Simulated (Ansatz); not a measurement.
Worked calculations on one periodic cell of amorphous Hf18O37Ba: Hf18O37Ba, 56 atoms, volume 739.2 Å³, made by a melt-quench on the CHGNet potential and relaxed with DFT. O atoms were pushed apart under 1.9 Å during the dynamics, to hinder bonds among them. It is a model cell: composition and starting density were chosen by hand, and all elements were melted together. Cycles of charging were run to anneal it. Computed with PBE, scalar-relativistic without spin-orbit coupling (plane waves to 420 eV, PAW; Ansatz, a first-principles code). Sampling: a 2×2×2 Γ-centred mesh; Fermi-Dirac width 0.02 eV; no spin polarisation. Its volume was held where the quench left it, its shape was free, and it stands at a mean pressure of 1.7 GPa with stress components up to 1.8 GPa; the relaxation ran on the zone centre alone. Its density went from a set 8.86 to 8.85 g/cm³. The cell is small and was quenched far faster than a real film, so it is one sample of the glass.

Four energies for an added electron at PBE on the zone centre alone (charged cells in a uniform background, spin-polarised): neutral at the neutral geometry -310022.055 eV; charged at the neutral geometry -310006.199 eV; charged and relaxed -310006.638 eV; neutral at the charged geometry -310021.379 eV.

Find the two relaxation energies and their sum, the reorganisation energy.

On charging: -310006.199 − (-310006.638) = 0.439 eV. On discharging: -310021.379 − (-310022.055) = 0.676 eV. The sum is 1.115 eV. The carrier's level spreads over 7 of the 56 atoms' worth, so it counts as partly localised, most on one Hf atom with neighbours O 2.00 Å, O 2.09 Å, O 2.09 Å, O 2.11 Å, O 2.19 Å, O 2.42 Å (neutral geometry). The values are uncorrected: the image energy of a point charge in this cell, 2.84 × 14.40 / (2 × 9.0) = 2.3 eV before screening, is screened by electrons alone at the fixed geometry and by ions too after relaxing, and the carrier can be spread before it relaxes, so each term can be off by up to that value times 1/ε∞, some tenths of an eV. PBE's self-interaction favours spread-out carriers, so a hybrid can localise more.

Four energies for a hole at PBE on the zone centre alone (charged cells in a uniform background, spin-polarised): neutral at the neutral geometry -310022.055 eV; charged at the neutral geometry -310033.745 eV; charged and relaxed -310033.849 eV; neutral at the charged geometry -310021.891 eV.

Find the two relaxation energies and their sum, the reorganisation energy.

On charging: -310033.745 − (-310033.849) = 0.104 eV. On discharging: -310021.891 − (-310022.055) = 0.164 eV. The sum is 0.268 eV. The carrier's level spreads over 13 of the 56 atoms' worth, more than a fifth of the atoms or a third of the atoms of its main element (six at least), and the sum is small, so it counts as a band carrier, whose relaxation energy shrinks as the cell grows. PBE's self-interaction favours spread-out carriers, so a hybrid can localise more.
